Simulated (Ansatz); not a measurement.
## Hypothetical P-3m1 Ba3As2, response to strain

Base system: Ba₃As₂ (space group P-3m1, No. 164; a hypothetical phase, not in the database extracts checked).

```
CELL_PARAMETERS angstrom
      5.58279     0.00000     0.00000
     -2.79140     4.83484     0.00000
      0.00000     0.00000     7.07630
ATOMIC_POSITIONS crystal
  As 0.33333 0.66667 0.21625
  As 0.66667 0.33333 0.78375
  Ba 0.00000 0.00000 0.00000
  Ba 0.33333 0.66667 0.69595
  Ba 0.66667 0.33333 0.30405
```

Cartesian axes are those of the cell as printed.

Strains are applied to the cell and any free atomic positions relax.

Level of theory: Ansatz (a program for electronic structure), r2SCAN, PAW, cutoff 500 eV, without spin-orbit coupling.

Candidates:
(a) tensor shear ε_yz = +3.99 %
(b) uniaxial strain ε_yy = +0.46 %
(c) uniaxial strain ε_zz = +4.57 %

Before the change:

* **Band gap**: 0.59 eV

Task: Order them by band gap, lowest first.

Result: (a) tensor shear ε_yz = +3.99 % (0.56 eV), (b) uniaxial strain ε_yy = +0.46 % (0.59 eV), (c) uniaxial strain ε_zz = +4.57 % (0.86 eV)

Whether these cells are dynamically stable was not tested.
